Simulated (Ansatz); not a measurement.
A computed series for Sb: response to strain

The reference is Sb in the fcc (Cu type) structure (space group Fm-3m, No. 225; a = 4.7143 Å; relaxed with 0.1 eV smearing). Axes: x, y, z lie along the cube axes.

Strains are applied to the cell and any free atomic positions relax; under biaxial strain the out-of-plane vector relaxes too; under stress the whole cell relaxes.

Level of theory: Ansatz (a program for electronic structure) PBEsol, scalar-relativistic without spin-orbit coupling.

Notes on the quantities. energy relative to the base: free energy F; pressure: mean of the normal stresses, compression positive.

```json
[
 {"variant": "base", "space group": "Fm-3m (No. 225)", "energy relative to the base": "0 meV/atom", "pressure": "0.0 GPa", "shortest interatomic distance": "333.4 pm"},
 {"variant": "biaxial strain +1.47 %, plane normal [001], relaxed out of plane", "space group": "I4/mmm (No. 139)", "energy relative to the base": "-3.4 meV/atom", "pressure": "1.1 GPa", "shortest interatomic distance": "328.5 pm"},
 {"variant": "biaxial strain −2.36 %, plane normal [110], relaxed out of plane", "space group": "Immm (No. 71)", "energy relative to the base": "-6.3 meV/atom", "pressure": "-1.1 GPa", "shortest interatomic distance": "325.5 pm"},
 {"variant": "biaxial strain +1.13 %, plane normal [110], relaxed out of plane", "space group": "Immm (No. 71)", "energy relative to the base": "+0.8 meV/atom", "pressure": "-0.3 GPa", "shortest interatomic distance": "327.4 pm"},
 {"variant": "biaxial strain −4.26 %, plane normal [111], relaxed out of plane", "space group": "R-3m (No. 166)", "energy relative to the base": "+19 meV/atom", "pressure": "2.3 GPa", "shortest interatomic distance": "319.2 pm"},
 {"variant": "isotropic strain −4.40 %", "space group": "Fm-3m (No. 225)", "energy relative to the base": "+112 meV/atom", "pressure": "12.3 GPa", "shortest interatomic distance": "318.7 pm"},
 {"variant": "isotropic strain −4.33 %", "space group": "Fm-3m (No. 225)", "energy relative to the base": "+109 meV/atom", "pressure": "12.1 GPa", "shortest interatomic distance": "318.9 pm"},
 {"variant": "tensor shear ε_yz = −3.48 %", "space group": "Immm (No. 71)", "energy relative to the base": "+1.5 meV/atom", "pressure": "0.3 GPa", "shortest interatomic distance": "321.8 pm"},
 {"variant": "uniaxial stress, 3 GPa compression along x", "space group": "I4/mmm (No. 139)", "energy relative to the base": "-44 meV/atom", "pressure": "–", "shortest interatomic distance": "321.5 pm"},
 {"variant": "tensor shear ε_xz = +0.60 %", "space group": "Immm (No. 71)", "energy relative to the base": "+0.1 meV/atom", "pressure": "0.0 GPa", "shortest interatomic distance": "331.4 pm"}
]
```

A biaxial case was relaxed in a doubled cell and then solved in the primitive one. Beyond what the load breaks, stability against distortions was not tested. Under biaxial strain +1.47 %, plane normal [001], relaxed out of plane and biaxial strain −2.36 %, plane normal [110], relaxed out of plane the cell ends below the base's energy or with stress of the wrong sign: the atoms slid into a distortion or the cell is elastically unstable, so the base is not a stable minimum at this level. Under uniaxial stress, 3 GPa compression along x the cell changed shape so far that it is another structure. This is not the structure that Sb has at room temperature and ambient pressure.
